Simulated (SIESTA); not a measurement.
**A self-consistent single point of Sn (I4_1/amd, 2 atoms in the cell) with SIESTA**

Method of the run: GGA PBE, numerical atomic orbitals DZP, PseudoDojo PBE standard norm-conserving potentials (rewritten from UPF to PSML) (SIESTA).

Input:

```
# files in the folder: Sn.psml (PseudoDojo PBE standard)
SystemName  Sn
SystemLabel sn

NumberOfAtoms                2
NumberOfSpecies              1
%block ChemicalSpeciesLabel
  1 50 Sn
%endblock ChemicalSpeciesLabel
LatticeConstant              4.538261 Ang
%block LatticeVectors
    -0.659971077    0.659971077    0.358993676
     0.659971077   -0.659971077    0.358993676
     0.659971077    0.659971077   -0.358993676
%endblock LatticeVectors
AtomicCoordinatesFormat      ScaledCartesian
%block AtomicCoordinatesAndAtomicSpecies
     0.000000000    0.659971077    0.179496838  1
     0.000000000    0.000000000    0.000000000  1
%endblock AtomicCoordinatesAndAtomicSpecies

XC.functional                GGA
XC.authors                   PBE
PAO.BasisSize                DZP
PAO.EnergyShift              0.005 Ry
MeshCutoff                   300 Ry
%block kgrid.MonkhorstPack
    8   0   0  0.0
    0   8   0  0.0
    0   0   8  0.0
%endblock kgrid.MonkhorstPack
OccupationFunction           MP
OccupationMPOrder            0
ElectronicTemperature        580.23 K

MaxSCFIterations             150
SCF.Mixer.Method             Pulay
SCF.Mixer.Weight             0.1
SCF.Mixer.History            8
SCF.DM.Tolerance             1.0E-05
Diag.ParallelOverK           true
WriteForces                  true
Charge.Mulliken              end
```

Log, with long lists cut:

```
reinit: Reading from file input.fdf

reinit: System Name: Sn
reinit: System Label: sn

coor:   Atomic-coordinates input format  =     Cartesian coordinates
coor:                                          (in units of alat)

siesta: Atomic coordinates (Bohr) and species
siesta:      0.00000   5.65996   1.53938  1        1
siesta:      0.00000   0.00000   0.00000  1        2

siesta: System type = bulk

initatomlists: Number of atoms, orbitals, and projectors:      2    36    64

siesta: ******************** Simulation parameters ****************************
redata: Spin configuration                          = none
redata: Time-Reversal Symmetry                      = T
redata: Number of Atomic Species                    =        1
redata: Mesh Cutoff                                 =   300.0000 Ry
redata: Net charge of the system                    =     0.0000 |e|
redata: Min. number of SCF Iter                     =        0
redata: Max. number of SCF Iter                     =      150
redata: SCF convergence failure will abort job
redata: SCF mix quantity                            = Hamiltonian
redata: Mix DM or H after convergence               =   F
redata: Recompute H after scf cycle                 =   F
redata: Mix DM in first SCF step                    =   T
redata: No kicks to SCF
redata: DM Mixing Weight for Kicks                  =     0.5000
redata: Require Harris convergence for SCF          =   F
redata: Harris energy tolerance for SCF             =     0.000100 eV
redata: Require DM convergence for SCF              =   T
redata: DM tolerance for SCF                        =     0.000010
redata: Require EDM convergence for SCF             =   F
redata: EDM tolerance for SCF                       =     0.001000 eV
redata: Require H convergence for SCF               =   T
redata: Hamiltonian tolerance for SCF               =     0.001000 eV
redata: Require (free) Energy convergence for SCF   =   F
redata: (free) Energy tolerance for SCF             =     0.000100 eV
redata: Using DFT-D3 dispersion                     =   F
redata: Using Saved Data (generic)                  =   F
redata: Method of Calculation                       = Diagonalization
redata: Electronic Temperature                      =   580.2300 K
redata: Number of TDED substeps                     =        3
redata: Dynamics option                             = Single-point calculation
redata: Save all siesta data in one NC              =   F
redata: ***********************************************************************

%block SCF.Mixers
  Pulay
%endblock SCF.Mixers

%block SCF.Mixer.Pulay
  # Mixing method
  method pulay
  variant stable

  # Mixing options
  weight 0.1000
  weight.linear 0.1000
  history 8
%endblock SCF.Mixer.Pulay

DM_history_depth set to one: no extrapolation allowed by default for geometry relaxation
Size of DM history Fstack: 1
Total number of electrons:    28.000000
Total ionic charge:    28.000000

* ProcessorY, Blocksize:    1  37

* Orbital distribution balance (max,min):    36    36

k-point displ. along   1 input, could be:     0.00    0.50
k-point displ. along   2 input, could be:     0.00    0.50
k-point displ. along   3 input, could be:     0.00    0.50
 Kpoints in:          320 . Kpoints trimmed:          296

siesta: k-grid: Number of k-points = 296
siesta: k-points from Monkhorst-Pack grid
siesta: k-cutoff (effective) =    13.034 Ang
siesta: k-point supercell and displacements
siesta: k-grid:     8     0     0      0.000
siesta: k-grid:     0     8     0      0.000
siesta: k-grid:     0     0     8      0.000

diag: Algorithm                                     = D&C
diag: Parallel over k                               =   F
diag: Use parallel 2D distribution                  =   F
diag: Parallel block-size                           = 37
diag: Parallel distribution                         =     1 x     1
diag: Used triangular part                          = Lower
diag: Absolute tolerance                            =  0.100E-15
diag: Orthogonalization factor                      =  0.100E-05
diag: Memory factor                                 =  1.0000

superc: Internal auxiliary supercell:     7 x     7 x     5  =     245
superc: Number of atoms, orbitals, and projectors:    490   8820  15680

                        Single-point calculation

superc: Internal auxiliary supercell:     7 x     7 x     5  =     245
superc: Number of atoms, orbitals, and projectors:    490   8820  15680

outcell: Unit cell vectors (Ang):
       -2.995121    2.995121    1.629207
        2.995121   -2.995121    1.629207
        2.995121    2.995121   -1.629207

outcell: Cell vector modules (Ang)   :    4.538261    4.538261    4.538261
outcell: Cell angles (23,13,12) (deg):     97.4047     97.4047    137.9232
outcell: Cell volume (Ang**3)        :     58.4608
new_DM -- step:     1
Initializing Density Matrix...

Attempting to read DM from file... Failed...
DM filled with atomic data:

InitMesh: MESH = 48 x 48 x 64 = 147456
InitMesh: Mesh cutoff (required, used) =   300.000   354.916 Ry

stepf: Methfessel-Paxton step function
       Using Hermite-Gauss polynomials of order  0

        iscf     Eharris(eV)        E_KS(eV)     FreeEng(eV)     dDmax    Ef(eV) dHmax(eV)
   scf:    1    -4288.191289    -4289.303815    -4289.305908  0.537445 -3.966933  2.065633
   scf:    2    -4289.367080    -4289.335783    -4289.337800  0.023792 -3.992131  1.778623
   scf:    3    -4289.491198    -4289.425131    -4289.426912  0.136358 -4.157059  0.024932
   scf:    4    -4289.425138    -4289.425142    -4289.426922  0.002765 -4.161586  0.025917
   scf:    5    -4289.425183    -4289.425165    -4289.426950  0.004572 -4.158907  0.004702
   scf:    6    -4289.425166    -4289.425166    -4289.426950  0.000009 -4.158908  0.004661
   scf:    7    -4289.425171    -4289.425168    -4289.426951  0.000263 -4.159293  0.000447
mix: Pulay -- inversion failed, > SVD [rank/size] 3 / 6
   scf:    8    -4289.425169    -4289.425169    -4289.426951  0.000018 -4.159325  0.000113
mix: Pulay -- inversion failed, > SVD [rank/size] 3 / 7
   scf:    9    -4289.425169    -4289.425169    -4289.426951  0.000004 -4.159330  0.000051

SCF Convergence by DM+H criterion
max |DM_out - DM_in|         :     0.0000041771
max |H_out - H_in|      (eV) :     0.0000508650
SCF cycle converged after 9 iterations

Using DM_out to compute the final energy and forces

siesta: E_KS(eV) =            -4289.4252

siesta: E_KS - E_eggbox =     -4289.4252

siesta: Atomic forces (eV/Ang):
     1    0.000000   -0.000000    0.000000
     2   -0.000000    0.000000   -0.000000
   Tot   -0.000000   -0.000000    0.000000
   Max    0.000000
   Res    0.000000    sqrt( Sum f_i^2 / 3N )
   Max    0.000000    constrained

Stress tensor Voigt[x,y,z,yz,xz,xy] (kbar):        7.14        7.14        3.92        0.02        0.02        0.27
(Free)E + p*V (eV/cell)    -4289.6485
Target enthalpy (eV/cell)    -4289.4270

siesta: Program's energy decomposition (eV):
siesta: Ebs     =      -582.769160
siesta: Eions   =      3641.738813
siesta: Ena     =       128.497552
siesta: Ekin    =      2544.279325
siesta: Enl     =     -2123.730883
siesta: Eso     =         0.000000
siesta: Edftu   =         0.000000
siesta: DEna    =         2.459563
siesta: DUscf   =         0.288200
siesta: DUext   =         0.000000
siesta: Ex      =     -1131.011347
siesta: Ec      =       -68.468767
siesta: Exc     =     -1199.480114
siesta: Eharris =     -4289.425169
siesta: Etot    =     -4289.425169
siesta: FreeEng =     -4289.426951

siesta: Stress tensor (static) (eV/Ang**3):
siesta:     0.004459    0.000171    0.000016
siesta:     0.000171    0.004459    0.000016
siesta:     0.000016    0.000016    0.002449

siesta: Cell volume =         58.460833 Ang**3

siesta: Pressure (static):
siesta:                Solid            Molecule  Units
siesta:          -0.00004127         -0.00004127  Ry/Bohr**3
siesta:          -0.00378888         -0.00378888  eV/Ang**3
siesta:          -6.07045138         -6.07044939  kBar

mulliken: Atomic and Orbital Populations:

Species: Sn
Atom  Qatom  Qorb
               5s      5s      5py     5pz     5px     5py     5pz     5px
               4dxy    4dyz    4dz2    4dxz    4dx2-y2 5dxy    5dyz    5dz2
               5dxz    5dx2-y2
   1 14.000   1.485   0.142   0.350   0.320   0.350   0.244   0.242   0.244
              2.005   2.003   1.999   2.003   2.001   0.061   0.109   0.151

              0.109   0.184
   2 14.000   1.485   0.142   0.350   0.320   0.350   0.244   0.242   0.244
              2.005   2.003   1.999   2.003   2.001   0.061   0.109   0.151

              0.109   0.184

mulliken: Qtot =       28.000

Mulliken Atomic Populations:
Atom #   charge [q] valence [e]  Species
     1     0.000000   14.000000  Sn
     2    -0.000000   14.000000  Sn
 Total     0.000000
```

The run converged in 9 iterations.

The starting cell comes from a database of computed structures (which also holds hypothetical and non-ambient phases and stackings), without a prior relaxation at this level. Its lattice was rescaled by a random factor within 2.5 % of one. Values carry the incompleteness of an atom-centred basis.

Cost on one core of a shared machine: roughly 40 s.
